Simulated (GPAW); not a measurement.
σxx against uniaxial strain in rock-salt HfC (space group 225): C11 (GPAW, LDA)

```
HfC
1.0
    0.00000     2.28989     2.28989
    2.25555     0.00000     2.28989
    2.25555     2.28989     0.00000
Hf C
1 1
Direct
  0.00000   0.00000   0.00000
  0.50000   0.50000   0.50000
```

Level of theory: LDA (Perdew-Wang 92), GPAW PAW datasets LDA (gpaw-data 1.0.1) (plane waves; GPAW). Settings: mode = pw; ecut = 1040 eV; xc = LDA; kpts = 24 24 24; mesh shift (steps) = 0 0 0; occupations.name = fermi-dirac; occupations.width = 0.05 eV; nbands = -8; convergence.density = 1e-06 e/electron; convergence.energy = 1e-06 eV/electron; symmetry.symmorphic = false; symmetry.tolerance = 0.0005; maxiter = 100. The cell above is the first row's. The rows stretch one cube axis (x) by the strain ε and hold the other two. Stress is positive in tension. In all rows fractional positions and the k mesh are held.

```
ε (%)  σxx (GPa)
-----  ---------
-1.5       -9.26
-1.0       -5.97
-0.5       -2.86
0.0         0.10
0.5         2.91
1.0         5.57
1.5         8.10
2.0            ?
```

Fit σxx of the 7 rows that show it with a parabola. Least squares gives σxx = 0.101 + 5.7807·ε - 0.3024·ε². Residuals (row less fit): -0.010, 0.012, 0.005, -0.001, -0.006, -0.009, 0.008; standard error 0.011 (degrees of freedom: 4). The slope at ε = 0, 5.7807 GPa per cent, gives C11 ≈ 100 × 5.7807 = 578 GPa, for the static lattice.

Task: Predict the withheld σxx at ε = 2.0 from the fit, and compare with the calculation.

Result: σxx = 0.101 + 5.7807 × 2.0 - 0.3024 × 2.0² = 10.453 GPa. The calculation gives 10.49 GPa, 0.037 GPa above the prediction (0.2 % of the range of σxx in the table). The row lies outside the fitted rows, so this is an extrapolation. From the scatter of the fitted rows alone, a prediction at this place has a standard error of 0.020 GPa, so the miss is 1.9 times that.

Carrying the step between the two nearest rows on in a straight line would have given 10.63, off by 0.14; series whose last step already gives the withheld value aren't shown. The reference cell has the volume at which an earlier scan in this program and functional put its minimum by a fit. The runs keep the symmetry of the cell, so they don't test it for distortions. The unstrained cell stands at a pressure of -0.10 GPa, and the constants belong to that pressure. By symmetry this strain leaves no force on the atoms; the largest in the rows is 0.000 eV/Å. Spin-orbit coupling is off. Without a gap such slopes are sensitive to mesh and smearing. Cutoffs and mesh are single choices, not tested for convergence of this quantity. Series with a scatter that would blur these digits, or in which a gap closes, are not shown. Strain series were run only where this level's volume lies within 10 % of a first guess from the measured size.
